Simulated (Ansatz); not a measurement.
The starting structures come from a database of crystals and need not be the phases stable at ambient conditions.

 Where the default PAW files enter, the runs use the earlier of Ansatz's two default sets.

By PBEsol, the system below comes out a metal.

Given:

```
CELL_PARAMETERS angstrom
      3.53498     0.00000     0.00000
      0.00000     3.53498     0.00000
      1.76749    -1.76749     1.82051
ATOMIC_POSITIONS crystal
  Hf 0.00000 0.00000 0.00000
```

Space group of this cell: I4/mmm. The cell is strained (lengths along the current scaled by 1.03, ions clamped); by PBEsol its mean pressure is -6.4 GPa.

The current flows along the normal of the first two printed cell vectors, the (001) (indices of the unstrained crystal) plane of the conventional cell. No spin-orbit coupling; the value is a mean over 0.1 eV about the Fermi level.

Estimate the ballistic conductance per area that PBEsol run with Ansatz (a first-principles code) returns for this system.

1.4 × 10¹⁵ S/m² for both spins.
